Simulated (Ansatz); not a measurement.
Worked example: self-consistent single point of a (001) slab of SnSe2 (cut from a parent of space group no. 164; 6 atoms in the cell) in Ansatz (a quantum-chemistry and plane-wave program).

Level of theory: LDA (PW92), PAW files made with PBE (plane waves; Ansatz).

```yaml
crystal:
  lattice:
    - [3.79857, 0.00000, 0.00000]
    - [-1.89928, 3.28966, 0.00000]
    - [0.00000, 0.00000, 23.18230]
  atoms:
    - { symbol: Sn, position: [0.00000, 0.00000, 0.36797] }
    - { symbol: Se, position: [0.33333, 0.66667, 0.43399] }
    - { symbol: Se, position: [0.66667, 0.33333, 0.30195] }
    - { symbol: Sn, position: [0.00000, 0.00000, 0.63203] }
    - { symbol: Se, position: [0.33333, 0.66667, 0.69805] }
    - { symbol: Se, position: [0.66667, 0.33333, 0.56601] }
```

Reference input (self-consistent single point, DFT, LDA (PW92), plane waves, PAW files made with PBE): basis.ecutwfc = 420 eV; kpoints.mp_grid.grid = 7 7 1; hamiltonian.xc = lda; hamiltonian.pseudopotentials = {kind: paw} (the program's default PAW files); scf.occupations.method = fermi_dirac; scf.occupations.width = 0.05 eV. This run's input differs from it in these lines:

Ansatz 0.2 input:
```diff
@@ -14,3 +14,3 @@
 basis:
-  ecutwfc: 420.0 eV
+  ecutwfc: 295.0 eV
 kpoints:
```

The program printed (abridged):

```
SCF iter   1: F=—  HF=-33294.434771 eV  |F-HF|=—  |Δ(HF+E_count)|=         —  Δρ=2.17e-2  dr2=1.99e0  ethr=2.16e-3  ⟨swp⟩=1.6  Hψ=2429  notcnv=0
all-band conjugate gradients solve this SCF's bands
preconditioner: auto → Resta (q_TF=auto, 2.254 Å⁻¹)
SCF iter   2: F=—  HF=-33293.806733 eV  |F-HF|=—  |Δ(HF+E_count)|=   6.28e-1  Δρ=9.02e-3  dr2=2.26e-1  ethr=2.16e-3  ⟨swp⟩=3.0  Hψ=683  notcnv=0
   [... lines left out ...]
SCF iter   6: F=—  HF=-33293.753968 eV  |F-HF|=—  |Δ(HF+E_count)|=   4.04e-4  Δρ=2.14e-4  dr2=1.67e-4  ethr=5.65e-6  ⟨swp⟩=1.9  Hψ=452  notcnv=0  defer=16
SCF iter   7: F=—  HF=-33293.753971 eV  |F-HF|=—  |Δ(HF+E_count)|=   2.87e-6  Δρ=3.49e-5  dr2=2.76e-6  ethr=1.81e-7  ⟨swp⟩=2.1  Hψ=547  notcnv=0  defer=16
SCF iter   8: F=—  HF=-33293.753957 eV  |F-HF|=—  |Δ(HF+E_count)|=   1.38e-5  Δρ=9.74e-6  dr2=2.35e-7  ethr=3.00e-9  ⟨swp⟩=2.0  Hψ=816  notcnv=0  defer=16
SCF iter   9: F=-33293.753957 eV  HF=-33293.753957 eV  |F-HF|=1.46e-9  |Δ(HF+E_count)|=   5.66e-8  Δρ=1.91e-6  dr2=1.44e-8  ethr=1.09e-10  ⟨swp⟩=11.6  Hψ=2050  notcnv=0
SCF 1 converged in 9 iterations: F = -33293.753957 eV  dr2 = 1.44e-8
Free energy (F): -33293.753957 eV
Internal energy: -33293.753889 eV  (E = F + TS)
E sigma→0 (E₀):  -33293.753923 eV
Entropy (-TS):   -0.000069 eV (-0.011 meV/atom)
Fermi energy:    1.498695 eV
--- Forces (eV/Å), atoms counted from 1 ---
  atom   1  Sn     0.00000000     0.00000000    -0.02373598
  atom   2  Se     0.00000000     0.00000000     0.50439263
  atom   3  Se     0.00000000    -0.00000000    -0.38715218
  atom   4  Sn     0.00000000    -0.00000000     0.02373598
  atom   5  Se     0.00000000     0.00000000     0.38715218
  atom   6  Se     0.00000000    -0.00000000    -0.50439263
--- Stress (GPa, compression-positive) ---
        0.247324       0.000000       0.000000
        0.000000       0.247324       0.000000
       -0.000000       0.000000       1.188887
  P = ⅓ Tr σ = 0.5612 GPa (5.612 kbar)
  The stress holds the Pulay correction. Without it, at fixed plane waves, as pw.x and ABINIT print it: P = -0.8418 GPa
```

The run converged in 9 iterations. Against the reference run the free energy rises by 38.5 meV/atom, the largest force moves little (0.497 to 0.504 eV/Å) and the gap on the mesh moves little (0.830 to 0.831 eV).

The starting cell has typed, rounded lattice constants, without a prior relaxation at this level. The slab is cut from that crystal, and its faces are unrelaxed. Its lattice was rescaled by up to half a per cent. Spin polarisation is off, though cut faces can carry moments; a gap of a slab can lie between surface states. The cutoff lies below the one recommended for these files.
